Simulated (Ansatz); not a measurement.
LaTiO₂N (P2₁, No. 4, 20 atoms in the cell; start mp-775918)

All values below come from PBEsol (PAW; Ansatz, a first-principles code).

Settings: plane-wave cutoff 520 eV, 6×6×4 k mesh (along the axes of the cell as run), Fermi–Dirac smearing 0.01 eV, no spin polarisation, scalar-relativistic PAW data made under PBE.

Cell (relaxed at this level):

```yaml
crystal:
  lattice:
    - [5.49882, 0.00000, -0.01883]
    - [0.00000, 5.51239, 0.00000]
    - [-0.03962, 0.00000, 7.95791]
  atoms:
    - { symbol: La, position: [0.25016, 0.51271, 0.24164] }
    - { symbol: La, position: [0.74984, 0.01271, 0.75836] }
    - { symbol: La, position: [0.25043, 0.50394, 0.75761] }
    - { symbol: La, position: [0.74957, 0.00394, 0.24239] }
    - { symbol: Ti, position: [0.73693, 0.50806, 0.00333] }
    - { symbol: Ti, position: [0.26307, 0.00806, 0.99667] }
    - { symbol: Ti, position: [0.75194, 0.50750, 0.48661] }
    - { symbol: Ti, position: [0.24806, 0.00750, 0.51339] }
    - { symbol: N, position: [0.45461, 0.29035, 0.01183] }
    - { symbol: N, position: [0.54539, 0.79035, 0.98817] }
    - { symbol: N, position: [0.75649, 0.52264, 0.25339] }
    - { symbol: N, position: [0.24351, 0.02264, 0.74661] }
    - { symbol: O, position: [0.55082, 0.19822, 0.48726] }
    - { symbol: O, position: [0.44918, 0.69822, 0.51274] }
    - { symbol: O, position: [0.94745, 0.18729, 0.01148] }
    - { symbol: O, position: [0.05255, 0.68729, 0.98852] }
    - { symbol: O, position: [0.05612, 0.30512, 0.48729] }
    - { symbol: O, position: [0.94388, 0.80512, 0.51271] }
    - { symbol: O, position: [0.76325, 0.46424, 0.74770] }
    - { symbol: O, position: [0.23675, 0.96424, 0.25230] }
```

| Property | Result |
|---|---|
| band gap | 1.25 eV |

Spin–orbit coupling is not included.

The computed numbers hold no vibrational or temperature effects.

Cost on a shared machine: about 6 core-minutes (a rough figure).

A start named mp-… is a Materials Project structure, which need not be a measured phase.
